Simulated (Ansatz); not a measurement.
Functionals compared on a constructed model of the (111) surface of diamond, (√3x√3)R30° Ag adatom at T4 (bottom of the slab: 3 H on 3 bottom sites), in Ansatz (plane waves, PAW). The structure was relaxed with PBE; the other rows are single points on it. Cutoff 420 eV (500 eV for r2SCAN).

Model: 28-atom slab, 9.6 Å thick at the start with caps and adatoms (thin: gaps and levels are the slab's own), 7x7x1 mesh, Fermi-Dirac 0.025 eV, dipole correction, 6 atoms held, the rest relaxed; held to the start's symmetry, so lower structures may exist; no spin (no spin-polarised run to compare, though such a face may carry moments), no spin-orbit, no U. The slab shows no gap on its mesh. In PBE it is, or lies within 0.01 eV a 1x1 cell of, the lowest of the 2 structures of its composition computed so far; subsurface sites and larger cells were not tried. These notes are the PBE run's.

```csv
functional,work function of the top face (eV),rough cost of the single point
PBE,4.01,–
r2SCAN,?,about 80 core-seconds (a rough figure)
```

Problem. What belongs in the gaps?

Solution. 
- r2SCAN, work function of the top face (eV): 3.95

Ansatz is a program for electronic structure.
